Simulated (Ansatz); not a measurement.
An Ansatz (a quantum-chemistry and plane-wave program) input (Ansatz, PBEsol-D3(BJ), PAW, cutoff 420 eV, without spin-orbit coupling, earlier PAW set):

Ansatz 0.2 input:
```yaml
crystal:
  lattice:
    - [3.5315901082, 0, 0]
    - [-1.7657950541, 3.0584467495, 0]
    - [0, 0, 13.2645124087]
  atoms:
    - { symbol: Nb, position: [0.3333333333, 0.6666666667, 0.75] }
    - { symbol: Nb, position: [0.6666666667, 0.3333333333, 0.25] }
    - { symbol: Te, position: [0.3333333333, 0.6666666667, 0.1099748919] }
    - { symbol: Te, position: [0.6666666667, 0.3333333333, 0.6099748919] }
    - { symbol: Te, position: [0.6666666667, 0.3333333333, 0.8900251081] }
    - { symbol: Te, position: [0.3333333333, 0.6666666667, 0.3900251081] }
basis: { ecutwfc: 420, ecutrho_ratio: 4, xc_grid: 2, fft_grid_basis: typed }
kpoints: { mp_grid: { grid: [15, 15, 4] } }
hamiltonian:
  xc: pbesol
  dispersion: d3bj
  pseudopotentials: { azcp: { folder: ./paw }, kind: paw }
scf: { occupations: { method: fermi_dirac, width: 0.05 }, convergence: { dr2_threshold: 0.0000000006 } }
output: { forces: true, stress: true }
checkpoint: { write: state.ck, write_every: 1000 }
```

Which symmetry and how many k-points will the program report, and about how many plane waves at Γ?

Space group P63/mmc (ITA 194) with 24 operations, k-points 81 of 900, and 2739 plane waves at Γ.

No phonon test of stability was made. All final runs are without spin polarisation. The cell was made from MoTe2 by this change: Mo → Nb; the result is a hypothetical phase, not in the database extracts checked. NbTe2 has a high density of states at the Fermi level and may be magnetic at this level.
